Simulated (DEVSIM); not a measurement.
Structure: illuminated Si n-on-p cell, one wavelength, at 300 K.

```
layer (left to right)  material  thickness (μm)  Nd (cm⁻³)  Na (cm⁻³)  τn (s)  τp (s)  absorption coefficient (cm⁻¹)
---------------------  --------  --------------  ---------  ---------  ------  ------  -----------------------------
1                            Si           0.860     1.5e18          -    5e-7  3.5e-5                            180
2                            Si            28.0          -     1.9e15  3.6e-5  3.6e-5                            180
```

Left contact: ohmic, minority hole recombination velocity 7e5 cm/s. Right contact: ohmic, minority electron recombination velocity 20 cm/s. Voltage is applied to the left contact. Recombination: SRH at mid-gap, radiative, Auger. Light enters at the left, 6.7e17 photons cm⁻² s⁻¹, one pass, no reflection. Mobility is constant in doping.

This is a model device: material constants are rounded textbook-type values typed into the input, and sizes, dopings and lifetimes were drawn at random. Values at 300 K.

```
parameter           Si
-------------  -------
gap (eV)         1.124
affinity (eV)     4.05
permittivity      11.7
Nc (cm⁻³)      2.86e19
Nv (cm⁻³)       3.1e19
μn (cm²/Vs)       1417
μp (cm²/Vs)        470
B (cm³/s)      4.7e-15
Cn (cm⁶/s)     2.8e-31
Cp (cm⁶/s)     9.9e-32
```

Simulated with DEVSIM: 1D drift-diffusion, Boltzmann statistics, complete ionisation; no tunnelling, impact ionisation, image-force lowering or self-heating.

The photon flux was swept, all else fixed.

```
photon flux (cm^-2 s^-1)  short-circuit current (mA/cm²)  fill factor  open-circuit voltage (V)  largest power (mW/cm²)
------------------------  ------------------------------  -----------  ------------------------  ----------------------
2e16                                                1.27         0.81                     0.519                   0.534
6.7e16                                              4.27         0.82                     0.551                    1.92
2e17                                                12.7         0.82                     0.581                    6.07
6.7e17                                              42.7         0.83                     0.614                    21.7
2e18                                                 127         0.83                     0.645                    68.0
6.7e18                                               427         0.83                     0.678                     240
2e19                                                1280         0.83                     0.708                     750
```

From the first row to the last the short-circuit current goes from 1.27 to 1280. From the first row to the last the fill factor goes from 0.81 to 0.83.
